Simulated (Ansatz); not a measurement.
**Lu: energy against strain**

Lu (hcp, P6_3/mmc, 29.181 Å³/atom at rest, c along z) under a strain ε along c (axis z), the other axes held. PBE in Ansatz, a plane-wave DFT program (PAW, default set), 420 eV, 19×19×11 Γ-centred mesh, Fermi-Dirac smearing 0.10 eV; ions are relaxed within the symmetry of each cell.

Here s stands for strain and y for E less E0.

```
strain (%)  E less E0 (meV/atom)
----------  --------------------
-1.50                       1.03
-1.00                       0.25
-0.50                      -0.09
0.00                        0.00
0.50                        0.50
1.00                        1.40
1.50                        2.68
3.00                           ?
```

Taking a parabola for y over the 7 complete rows: Least squares gives y = 0.000 + 0.5600·s + 0.8248·s². Residuals (row less fit): 0.014, -0.015, -0.016, 0.000, 0.014, 0.015, -0.016; standard error 0.018 (degrees of freedom: 4). Twice the quadratic coefficient over the volume, 2 × 0.8248 meV × 10⁴ × 0.1602 / 29.181 Å³, is the elastic constant C33 = 91 ± 0.9 GPa.

Task: Estimate the missing y (s = 3.00); what did the run itself give?

Result: y = 0.000 + 0.5600 × 3.0 + 0.8248 × 3.0² = 9.103 meV/atom. The calculation gives 8.68 meV/atom, 0.423 meV/atom below the prediction (4.8 % of the range of y in the table). The row lies outside the fitted rows, so this is an extrapolation. From the scatter of the fitted rows alone, a prediction at this place has a standard error of 0.070 meV/atom, so the miss is 6.0 times that.

One order more, fitted to all 13 runs of the series, follows each within 0.01, so the miss is the next term of a smooth law. In a metal these values are sensitive to mesh and smearing; energies are taken to zero smearing, stresses follow the free energy. Rows are the converged runs of the series near zero and its far end; series whose fitted rows scatter by over a few per cent of the range, as at a crossing or softening among them, aren't shown in this form. Most that stay on the fit to the last digits aren't either.
